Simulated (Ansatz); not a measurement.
Mg₂Si (Fm-3m), HSE06, rigid bands (Ansatz, a program for electronic structure): band gap 0.56 eV, N_c = 1.13e19 cm⁻³ and N_v = 6.41e19 cm⁻³ at 300 K, conductivity masses of 0.273 mₑ (electrons) and 0.370 mₑ (holes). Take k_BT = 0.02585 eV.

Task: What thermal injection velocity √(2k_BT/πm) limits a ballistic channel?

Result: 1.03e7 cm/s for electrons and 8.84e6 cm/s for holes, a ratio of √(m_h/m_e) = 1.16, for dilute carriers.

Task: What built-in voltage has an abrupt junction with N_A = 1e16 and N_D = 1e17 cm⁻³, all dopants ionised?

Result: V_bi = E_g/e − (k_BT/e) ln(N_c N_v/(N_A N_D)) = 0.56 − 0.02585 × 13.49 = 0.21 V. It follows the computed gap one for one.

Task: Find the intrinsic carrier density and the intrinsic Fermi level.

Result: n_i = √(N_c N_v) exp(−E_g/2k_BT) = 2.69e19 × exp(−10.83) = 5.3e14 cm⁻³. The level lies (k_BT/2) ln(N_v/N_c) = 22 meV from mid-gap (positive towards the conduction band). Each 0.1 eV added to the gap lowers n_i by a factor of 6.9.

Rigid, parabolic bands with the computed gap; masses take one relaxation time for all states. Spin-orbit coupling is left out; where it splits the top of the valence band, N_v and the p-type Seebeck coefficient come out somewhat high without it. Geometry: cell and atoms relaxed with PBEsol.
